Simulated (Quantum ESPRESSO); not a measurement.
A self-consistent single point of Si2Ni (Fm-3m, 3 atoms in the cell) with Quantum ESPRESSO.

Computed with LDA (PZ), PSlibrary ultrasoft (LDA) pseudopotentials (plane waves; Quantum ESPRESSO).

```
Si2Ni
1.0
    0.00000     2.69315     2.69315
    2.69315     0.00000     2.69315
    2.69315     2.69315     0.00000
Si Ni
2 1
Direct
  0.25000   0.25000   0.25000
  0.75000   0.75000   0.75000
  0.00000   0.00000   0.00000
```

Reference input (self-consistent single point, DFT, PBE, plane waves, PSlibrary ultrasoft (PBE) pseudopotentials): ecutwfc = 50 Ry; ecutrho = 300 Ry; occupations = smearing; smearing = gaussian; degauss = 0.0073499 Ry; potentials = {Si: Si.pbe-n-rrkjus_psl.1.0.0.UPF, Ni: Ni.pbe-n-rrkjus_psl.1.0.0.UPF}; K_POINTS = automatic 9 9 9 0 0 0; conv_thr = 1e-09 Ry. This run's input differs from it in these lines:

```diff
@@ -23,4 +23,4 @@
 ATOMIC_SPECIES
-Si    28.0850  Si.pbe-n-rrkjus_psl.1.0.0.UPF
-Ni    58.6934  Ni.pbe-n-rrkjus_psl.1.0.0.UPF
+Si    28.0850  Si.pz-n-rrkjus_psl.1.0.0.UPF
+Ni    58.6934  Ni.pz-n-rrkjus_psl.1.0.0.UPF
 CELL_PARAMETERS angstrom
```

Output (repeated stretches shortened):

```
     Self-consistent Calculation

     iteration #  1     ecut=    50.00 Ry     beta= 0.70

---- Real-time Memory Report at c_bands before calling an iterative solver
           121 MiB given to the printing process from OS
            35 MiB allocation reported by mallinfo(arena+hblkhd)
------------------

     total energy              =    -122.80087170 Ry
     estimated scf accuracy    <       0.38070292 Ry

     iteration #  2     ecut=    50.00 Ry     beta= 0.70

---- Real-time Memory Report at c_bands before calling an iterative solver
           137 MiB given to the printing process from OS
   [... lines left out ...]

---- Real-time Memory Report at c_bands before calling an iterative solver
           140 MiB given to the printing process from OS
            46 MiB allocation reported by mallinfo(arena+hblkhd)
------------------

     total energy              =    -123.04951941 Ry
     estimated scf accuracy    <          8.1E-09 Ry

     iteration # 10     ecut=    50.00 Ry     beta= 0.70

---- Real-time Memory Report at c_bands before calling an iterative solver
           140 MiB given to the printing process from OS
            46 MiB allocation reported by mallinfo(arena+hblkhd)
------------------
     End of self-consistent calculation

     the Fermi energy is    11.9492 ev

!    total energy              =    -123.04951941 Ry
     estimated scf accuracy    <          6.2E-10 Ry
     smearing contrib. (-TS)   =      -0.00031437 Ry
     internal energy E=F+TS    =    -123.04920504 Ry

     convergence has been achieved in  10 iterations

     Forces acting on atoms (cartesian axes, Ry/au):

     atom    1 type  1   force =    -0.00000000    0.00000000    0.00000000
   [... zero for the other atoms too ...]

     Total force =     0.000000     Total SCF correction =     0.000000

          total   stress  (Ry/bohr**3)                   (kbar)     P=      -27.78
  -0.00018884  -0.00000000   0.00000000          -27.78       -0.00        0.00
  -0.00000000  -0.00018884   0.00000000           -0.00      -27.78        0.00
   0.00000000   0.00000000  -0.00018884            0.00        0.00      -27.78

   JOB DONE.
```

The run converged in 10 iterations. Against the reference run the pressure goes from 5.37 to -2.78 GPa.

The starting cell comes from a database of computed structures (which also holds hypothetical and non-ambient phases and stackings), without a prior relaxation at this level. Spin polarisation is off.

Cost on one core of a shared machine: roughly 40 s.
